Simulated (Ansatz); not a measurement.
Here is the system:

```
Pt
1.0
    0.00000     1.95943     1.95943
    1.95943     0.00000     1.95943
    1.95943     1.95943     0.00000
Pt
1
Direct
  0.00000   0.00000   0.00000
```

Method: PBEsol, rigid bands (plane waves, PAW, scalar-relativistic; Ansatz, a first-principles code). Cell: cell and atoms relaxed with PBEsol.

Problem. For narrow interconnects the product ρ₀λ of bulk resistivity and mean free path ranks metals, the lower the better. What is it here?

Solution. 3.4 ×10⁻¹⁶ Ω·m².

Problem. And the Drude plasma energy and the root-mean-square Fermi velocity at 300 K?

Solution. 8.9 eV; 4.8e5 m/s.

A metal at this level (no band gap); rigid bands, thermally averaged at 300 K, both spins. Spin-orbit coupling is left out, which matters with elements this heavy. τ is one relaxation time for all states; the product of resistivity and mean free path takes one path for all states instead.
